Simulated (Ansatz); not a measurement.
**Migration barriers: interstitial Li in rock-salt LiF, charge state +1**

Defect migration in rock-salt LiF: interstitial Li, charge state +1. Computed with PBE, PAW (plane waves to 420 eV; Ansatz, a quantum-chemistry and plane-wave program).

64-site cell at the relaxed PBE lattice, the Γ point alone, smearing 0.01 eV, spin-restricted, no finite-size correction. No zero-point or tunnelling terms. The charge state is imposed; whether it is stable for some Fermi level was not computed. Sites that were not tried may lie lower.

Barriers: single points on a 2×2×2 k-point mesh shifted by half a step at the bands' geometries.

```tsv
Route	Start site over the lowest site run (eV)	Hop (Å)	Forward barrier (eV)	Backward barrier (eV)	Neighbours at the start	Neighbours at the saddle	Saddle order	Forward, on the band's own sampling (eV)
several atoms move together, Li the farthest	0.00	1.33	0.24	0.24	3 F at 1.84, F at 2.30, 2 F at 2.31; Li at 2.18 Å	3 F at 1.75, F at 2.15 Å	not checked, on a symmetry element	0.23
several atoms move together, Li the farthest	0.00	2.02	0.53	0.53	4 F at 1.76; 4 Li at 2.18 Å	2 F at 1.70; 2 Li at 2.08 Å	not checked, on a symmetry element	0.52
several atoms move together, Li the farthest	0.00	1.67	0.55	0.55	3 F at 1.84, F at 2.30, 2 F at 2.31; Li at 2.18 Å	2 F at 1.72, F at 1.80, F at 2.07; Li at 2.21 Å	not checked, on a symmetry element	0.53
```

Paths come from nudged elastic bands with a climbing image. Of the routes that converged and passed our checks, the lowest saddle point lies 0.24 eV above the lowest of the sites run (several atoms move together, Li the farthest); other sites, such as split forms, and other routes may lie lower. A band can be held on a symmetry element, so unchecked saddle points there may be too high.
